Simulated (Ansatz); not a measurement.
Input:

End structure of a constructed model of the (111) surface of fcc Cu, (√3x√3)R30° surface alloy, Pd on one Cu site of the top plane (bottom of the slab: a bare face, its two planes held):

```
CELL_PARAMETERS angstrom
      3.85020     2.22291     0.00000
     -3.85020     2.22291     0.00000
      0.00000     0.00000    26.50000
ATOMIC_POSITIONS crystal
  Cu 0.00000 0.66667 0.30202
  Cu 0.33333 0.33333 0.30202
  Cu 0.66667 0.00000 0.30202
  Cu 0.00000 0.33333 0.38111
  Cu 0.33333 0.00000 0.38111
  Cu 0.66667 0.66667 0.38111
  Cu 0.00000 0.00000 0.45997
  Cu 0.33333 0.66667 0.45982
  Cu 0.66667 0.33333 0.45982
  Cu 0.00000 0.66620 0.53890
  Cu 0.33380 0.33380 0.53890
  Cu 0.66620 0.00000 0.53890
  Cu 0.00000 0.33467 0.61765
  Cu 0.33467 0.00000 0.61765
  Cu 0.66533 0.66533 0.61765
  Pd 0.00000 0.00000 0.69964
  Cu 0.33333 0.66667 0.69737
  Cu 0.66667 0.33333 0.69737
```

Set-up: 18 atoms, 10.5 Å thick at the start with caps and adatoms (thin: gaps and levels are the slab's own); mesh 10x10x1; 0.1 eV smearing; dipole correction on; 6 atoms held, the rest relaxed; held to the start's symmetry, so lower structures may exist; no spin, no spin-orbit, no U. It is one candidate, not shown to be the stable structure of the face.

Q: What work function of the top face does PBE (Ansatz, a program for electronic structure) give?

A: 4.87 eV
